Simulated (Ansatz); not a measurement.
# Pd: uniaxial strain ε_zz = −3.00 %

Start from Pd in the fcc (Cu type) structure (space group Fm-3m, No. 225; a = 3.9104 Å; relaxed with 0.1 eV smearing). Axes: x, y, z lie along the cube axes.

It is then changed as follows: the cell is compressed by 3.00 % along z with no lateral relaxation, atoms relaxed at fixed cell.

All numbers come from r2SCAN (Ansatz, a quantum-chemistry and plane-wave program, PAW, no spin-orbit coupling). Settings: 29×29×29 k-points, 0.1 eV Fermi–Dirac smearing.

Volume per atom: 14.50 Å³ (base 14.95 Å³)
Space group: I4/mmm (No. 139) (base Fm-3m (No. 225))
Shortest interatomic distance: 2.724 Å (base 2.765 Å)
Energy relative to the base (free energy F): +9.7 meV/atom
Pressure (mean of the normal stresses, compression positive): 6.1 GPa (base 0.0 GPa)
Band gap: zero (base zero)
Stress (xx, yy, zz, yz, xz, xy; compression positive): (5.6, 5.6, 7.1, 0.0, 0.0, 0.0) GPa

No phonon test of stability was made. The final runs are not spin-polarised. Pd has a high density of states at the Fermi level and may be magnetic at this level.
